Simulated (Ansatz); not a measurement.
Structures of equal composition on the (0001) surface of wurtzite ZnO (Zn plane on top): 2x2 Si adatom at H3; 2x2 Si adatom at T4. The slabs share one bottom face, and each structure is named by its start. These are constructed structures in small cells; real faces may alloy, dewet or reconstruct in larger ones, and not all known structures of the face are among them. Slabs of about 14 Å with all that they carry, Fermi-Dirac smearing of 0.025 eV. Bottom of the slabs: H caps. Relaxed from the named starts with such symmetry as they have, on meshes of like density; energies extrapolated to zero smearing; no spin-orbit coupling, no U. Spin-polarised runs, if any, are marked in brackets, and their order is one that fits the cell; the others ran without spin. Where a second, spin-polarised start was run, the lower counts.

Host crystal: wurtzite ZnO, with a band gap (PBE, scalar-relativistic without spin-orbit coupling).

These are PBE (plane waves to 420 eV, PAW; Ansatz, a quantum-chemistry and plane-wave program) values and carry that method's errors.

Question: Order them by energy per 1x1 cell (lowest first) at the level PBE.

Answer: 2x2 Si adatom at T4 (0.000 eV, no gap over 0.04 eV on the mesh), 2x2 Si adatom at H3 (0.146 eV, no gap over 0.04 eV on the mesh)
